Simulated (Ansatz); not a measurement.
**Input and output of a self-consistent single point for Ag2NClO3 (Pnma, 28 atoms in the cell) (Ansatz, a first-principles code)**

Computed with LDA (PW92), default PAW files made with PBE (plane waves; Ansatz).

Input:

Ansatz 0.2 input:
```yaml
crystal:
  lattice:
    - [6.61200100, 0.00000000, 0.00000000]
    - [0.00000000, 5.07705400, 0.00000000]
    - [0.00000000, 0.00000000, 12.40502600]
  atoms:
    - { symbol: Cl, position: [0.38923000, 0.75000000, 0.08872000] }
    - { symbol: Cl, position: [0.11077000, 0.25000000, 0.58872000] }
    - { symbol: Cl, position: [0.88923000, 0.75000000, 0.41128000] }
    - { symbol: Cl, position: [0.61077000, 0.25000000, 0.91128000] }
    - { symbol: O, position: [0.20774000, 0.25000000, 0.29115000] }
    - { symbol: O, position: [0.29226000, 0.75000000, 0.79115000] }
    - { symbol: O, position: [0.70774000, 0.25000000, 0.20885000] }
    - { symbol: O, position: [0.79226000, 0.75000000, 0.70885000] }
    - { symbol: N, position: [0.35484000, 0.25000000, 0.35224000] }
    - { symbol: N, position: [0.14516000, 0.75000000, 0.85224000] }
    - { symbol: N, position: [0.85484000, 0.25000000, 0.14776000] }
    - { symbol: N, position: [0.64516000, 0.75000000, 0.64776000] }
    - { symbol: Ag, position: [0.26723000, 0.25000000, 0.03658000] }
    - { symbol: Ag, position: [0.23277000, 0.75000000, 0.53658000] }
    - { symbol: Ag, position: [0.76723000, 0.25000000, 0.46342000] }
    - { symbol: Ag, position: [0.73277000, 0.75000000, 0.96342000] }
    - { symbol: O, position: [0.42868000, 0.46010000, 0.38194000] }
    - { symbol: O, position: [0.07132000, 0.53990000, 0.88194000] }
    - { symbol: O, position: [0.92868000, 0.03990000, 0.11806000] }
    - { symbol: O, position: [0.57132000, 0.96010000, 0.61806000] }
    - { symbol: O, position: [0.57132000, 0.53990000, 0.61806000] }
    - { symbol: O, position: [0.92868000, 0.46010000, 0.11806000] }
    - { symbol: O, position: [0.07132000, 0.96010000, 0.88194000] }
    - { symbol: O, position: [0.42868000, 0.03990000, 0.38194000] }
    - { symbol: Ag, position: [0.14538000, 0.75000000, 0.25441000] }
    - { symbol: Ag, position: [0.35462000, 0.25000000, 0.75441000] }
    - { symbol: Ag, position: [0.64538000, 0.75000000, 0.24559000] }
    - { symbol: Ag, position: [0.85462000, 0.25000000, 0.74559000] }
basis:
  ecutwfc: 420.0
kpoints:
  mp_grid: { grid: [3, 4, 2] }
hamiltonian:
  xc: lda
  pseudopotentials: { kind: paw }
scf:
  occupations: { method: cold, width: 0.2 }
output:
  forces: true
  eigenvalues: true
  stress: true
```

Output (repeated stretches shortened):

```
WARN ansatz: RAYON_NUM_THREADS=1 ignored (pool sized by the plan → 1); use --threads N
Pseudopotentials: kind: paw
Pseudopotential: Cl, paw, valence charge 7
Pseudopotential: O, paw, valence charge 6
Pseudopotential: N, paw, valence charge 5
Pseudopotential: Ag, paw, valence charge 19
Crystal: 28 atoms, lattice volume = 416.430 Å³
Basis set: ecut = 420 eV, 8123 PW (Γ)
Bands: 164, of which v1, the nominal top of the filled ones, is band 136 counted from 1 (135 counted from 0)
Symmetry: 8 space group operations
Space group: Pnma (ITA 62), of the structure as read, at distance tolerance 7.5e-5 Å
k-points: 12 of 24
PAW frozen core: Cl, regenerated for the run's functional, and the local potential with it
PAW frozen core: O, regenerated for the run's functional, and the local potential with it
PAW frozen core: N, regenerated for the run's functional, and the local potential with it
PAW frozen core: Ag, regenerated for the run's functional, and the local potential with it
Initial density: superposition of atomic densities (neutral atoms: chi_scale 0, normalization atom), corrected by the library's trained network
Initial wavefunctions: pseudopotential atomic-orbital guess
Eigensolver: davidson
Functional: x = slater, c = lda
SCF iter   1: F=—  HF=-71976.744589 eV  |F-HF|=—  |Δ(HF+E_count)|=         —  Δρ=1.41e-2  dr2=7.63e-1  ethr=1.77e-3  ⟨swp⟩=5.9  Hψ=7676  notcnv=0  defer=8
all-band conjugate gradients solve this SCF's bands
preconditioner: auto → Resta (q_TF=auto, 2.541 Å⁻¹)
SCF iter   2: F=—  HF=-71976.523904 eV  |F-HF|=—  |Δ(HF+E_count)|=   2.21e-1  S|Δr|=   4.09e-5  Δρ=4.82e-3  dr2=8.87e-2  ethr=2.81e-4  ⟨swp⟩=2.2  Hψ=3294  notcnv=0  defer=9
SCF iter   3: F=—  HF=-71976.498653 eV  |F-HF|=—  |Δ(HF+E_count)|=   2.53e-2  S|Δr|=   2.41e-6  Δρ=2.01e-3  dr2=1.37e-2  ethr=3.26e-5  ⟨swp⟩=2.0  Hψ=2796  notcnv=0  defer=9
SCF iter   4: F=—  HF=-71976.495550 eV  |F-HF|=—  |Δ(HF+E_count)|=   3.10e-3  S|Δr|=   5.93e-7  Δρ=7.53e-4  dr2=1.76e-3  ethr=5.04e-6  ⟨swp⟩=2.1  Hψ=2863  notcnv=0  defer=9
SCF iter   5: F=—  HF=-71976.495385 eV  |F-HF|=—  |Δ(HF+E_count)|=   1.66e-4  S|Δr|=   2.61e-7  Δρ=2.95e-4  dr2=3.31e-4  ethr=6.48e-7  ⟨swp⟩=2.0  Hψ=2946  notcnv=0  defer=9
SCF iter   6: F=—  HF=-71976.495382 eV  |F-HF|=—  |Δ(HF+E_count)|=   2.45e-6  S|Δr|=   7.81e-8  Δρ=1.25e-4  dr2=5.06e-5  ethr=1.22e-7  ⟨swp⟩=2.0  Hψ=2848  notcnv=0  defer=9
SCF iter   7: F=—  HF=-71976.495359 eV  |F-HF|=—  |Δ(HF+E_count)|=   2.33e-5  S|Δr|=   3.28e-9  Δρ=5.41e-5  dr2=1.27e-5  ethr=1.86e-8  ⟨swp⟩=2.0  Hψ=2971  notcnv=0  defer=9
SCF iter   8: F=—  HF=-71976.495360 eV  |F-HF|=—  |Δ(HF+E_count)|=   5.25e-7  S|Δr|=   1.14e-9  Δρ=1.22e-5  dr2=9.19e-7  ethr=4.66e-9  ⟨swp⟩=2.0  Hψ=2828  notcnv=0  defer=9
SCF iter   9: F=-71976.495360 eV  HF=-71976.495360 eV  |F-HF|=3.26e-8  |Δ(HF+E_count)|=   9.19e-8  S|Δr|=   3.38e-9  Δρ=3.89e-6  dr2=8.89e-8  ethr=3.68e-11  ⟨swp⟩=10.5  Hψ=10055  notcnv=0
SCF 1 converged in 9 iterations: F = -71976.495360 eV  dr2 = 8.89e-8
SCF converged after 9 iterations
Stability not checked (fill_not_monotonic)
Free energy (F): -71976.495360 eV
F+E_penalty+E_count: -71976.495361 eV  (lagrangian_ev)
Harris-Foulkes:  -71976.495360 eV  (|F-HF|=3.26e-8)
Internal energy: -71976.495360 eV  (E = F + TS)
E sigma→0 (E₀):  -71976.495360 eV
Entropy (-TS):   0.000000 eV (0.000 meV/atom)
Fermi energy:    7.588238 eV
Step filling:    the computed levels leave a gap of 1.4795 eV = 7.4 smearing widths
--- Per-component energies (eV) ---
  E_band       = -3441.663502
  E_kinetic    = 7478.244152
  E_local      = -31047.922944  (includes V_loc(G=0)·N_el)
  E_nonlocal   = 1641.898233
  E_hartree    = 13041.346600
  E_xc         = -2958.412949
  E_vxc        = -3729.925636  (∫ρ·V_xc dr)
  E_paw        = -34932.185616  (= ΣΔE_a)
  E_vpaw       = -3866.676943  (= ΣTr[D̂ρ^β])
  E_aug_tail   = 0.032817  (compensation charges beyond the density's cutoff)
  E_ewald      = -25207.539312
  E_core_change = 8.043661  (= ΣΔE_core)
  E_smearing   = 0.000000  (= −TS)
  E_closure    = 0.000000  (closes the sum)
  E_count      = -0.000001  (occupations off the electron count; not in F)
  Σ components = -71976.495360   (vs F -71976.495360, Δ=0.00e0)
--- Forces (eV/Å), atoms counted from 1 ---
  atom   1  Cl     0.06469071    -0.00000000     0.13080602
  atom   2  Cl    -0.06469071     0.00000000     0.13080602
  atom   3  Cl     0.06469071    -0.00000000    -0.13080602
  atom   4  Cl    -0.06469071     0.00000000    -0.13080602
  atom   5  O     -1.08996232     0.00000000    -0.82440678
  atom   6  O      1.08996232    -0.00000000    -0.82440678
   [... 17 lines left out ...]
  atom  24  O      0.76913339    -1.27755646     0.58250914
  atom  25  Ag    -0.01255599     0.00000000    -0.02023209
  atom  26  Ag     0.01255599    -0.00000000    -0.02023209
  atom  27  Ag    -0.01255599     0.00000000     0.02023209
  atom  28  Ag     0.01255599    -0.00000000     0.02023209
  max |Σ_I F_I| component: 3.33e-16 eV/Å
--- Stress (GPa, compression-positive) ---
       -2.479286       0.000000       0.000000
        0.000000      -1.423801       0.000000
        0.000000       0.000000      -2.854244
  P = ⅓ Tr σ = -2.2524 GPa (-22.524 kbar)
  The stress holds the Pulay correction. Without it, at fixed plane waves, as pw.x and ABINIT print it: P = -2.8811 GPa
--- Band table (eV; the first three rows and the last of 12) ---
  k-point 0: bands = ["-82.6665", "-82.6665", "-82.6664", "-82.6664", "-82.5882", "-82.5882", "-82.5874", "-82.5874", "-46.2855", "-46.2854", "-46.2854", "-46.2854", "-46.2533", "-46.2533", "-46.2530", "-46.2530", "-46.2504", "-46.2504", "-46.2498", [...]
  k-point 1: bands = ["-82.6665", "-82.6665", "-82.6664", "-82.6664", "-82.5882", "-82.5882", "-82.5874", "-82.5874", "-46.2854", "-46.2854", "-46.2854", "-46.2854", "-46.2533", "-46.2533", "-46.2530", "-46.2530", "-46.2504", "-46.2504", "-46.2498", [...]
  k-point 2: bands = ["-82.6664", "-82.6664", "-82.6664", "-82.6664", "-82.5882", "-82.5882", "-82.5874", "-82.5874", "-46.2854", "-46.2854", "-46.2854", "-46.2854", "-46.2533", "-46.2533", "-46.2531", "-46.2531", "-46.2503", "-46.2503", "-46.2499", [...]
  k-point 11: bands = ["-82.6664", "-82.6664", "-82.6664", "-82.6664", "-82.5880", "-82.5880", "-82.5876", "-82.5876", "-46.2854", "-46.2854", "-46.2854", "-46.2854", "-46.2532", "-46.2532", "-46.2532", "-46.2532", "-46.2501", "-46.2501", [...]
```

The run converged in 9 iterations.

The starting cell comes from a database of published, mostly measured structures (it also holds non-ambient and calculated ones), without a prior relaxation at this level. Its lattice was rescaled by a random factor within 2.5 % of one. Forces in this geometry exceed 1 eV/Å. Ansatz's pressure includes its estimate of the finite-basis (Pulay) stress. Without the estimate this run gives -2.88 GPa.

Cost on one core of a shared machine: roughly 40 s.
